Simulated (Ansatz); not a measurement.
**KTaO3, pressure series**

Base system: KTaO3 in the cubic perovskite structure (space group Pm-3m, No. 221; a = 4.0244 Å).

Cell and atoms are relaxed at each pressure.

All numbers come from PBE in Ansatz (plane waves to 420 eV, PAW, no SOC).

| case | density | smallest direct gap |
|---|---|---|
| base | 6.83 g/cm³ | 2.78 eV |
| pressure −2 GPa | 6.75 g/cm³ | 2.76 eV |
| pressure −1 GPa | 6.79 g/cm³ | … |
| pressure 7 GPa | 7.07 g/cm³ | 2.85 eV |
| pressure 15 GPa | 7.31 g/cm³ | 2.90 eV |
| pressure 30 GPa | 7.71 g/cm³ | 2.96 eV |
| pressure 50 GPa | … | 2.99 eV |
| pressure 75 GPa | … | … |
| pressure 100 GPa | 9.08 g/cm³ | 2.90 eV |

Task: Complete the table.

Result: 
- pressure −1 GPa, smallest direct gap: 2.77 eV
- pressure 50 GPa, density: 8.17 g/cm³
- pressure 75 GPa, density: 8.65 g/cm³
- pressure 75 GPa, smallest direct gap: 2.97 eV

Spin-orbit coupling, missing from the scalar runs, can matter with Ta. Load acts through the strain it causes; cell and atoms are relaxed under it. No phonon test of stability was made. No other phases were tried under pressure.

Ansatz is an electronic-structure program.
